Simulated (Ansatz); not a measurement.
An Ansatz (a quantum-chemistry and plane-wave program) input (DFT with PBE, PAW potentials and a 420 eV plane-wave cutoff in Ansatz, without spin-orbit coupling):

Ansatz 0.2 input:
```yaml
crystal:
  lattice:
    - [3.2991522302, 0, 0]
    - [1.6495761151, 2.8571496423, 0]
    - [0, 0, 5.2778336605]
  atoms:
    - { symbol: Zn, position: [0.3333333333, 0.3333333333, 0.0014606235] }
    - { symbol: Zn, position: [0.6666666667, 0.6666666667, 0.5014606235] }
    - { symbol: O, position: [0.3333333333, 0.3333333333, 0.3805393765] }
    - { symbol: O, position: [0.6666666667, 0.6666666667, 0.8805393765] }
basis: { ecutwfc: 420, ecutrho_ratio: 4, xc_grid: 2, fft_grid_basis: typed }
kpoints: { mp_grid: { grid: [12, 12, 6] } }
hamiltonian:
  xc: pbe
  dispersion: none
  pseudopotentials: { kind: paw }
scf: { occupations: { method: fermi_dirac, width: 0.05 } }
relax: { f_tol: 0.005, max_steps: 50, cell: { stress_tol: 0.01, fix: [a, b, gamma] } }
output: { forces: true, stress: true }
checkpoint: { write: state.ck, write_every: 1000 }
```

Question: Which symmetry and how many k-points will the program report, and about how many plane waves at Γ?

Answer: Space group P63mc (ITA 186) with 12 operations, k-points 76 of 864, and 989 plane waves at Γ.

Question: And the final pressure?

Answer: -0.83 GPa (compression positive).

The cells carry an imposed strain or load. Stability against distortions was not tested. The cell was made from ZnO in the wurtzite structure (space group P6_3mc, No. 186) by this change: biaxial strain +0.60 %, plane normal [001], relaxed out of plane.
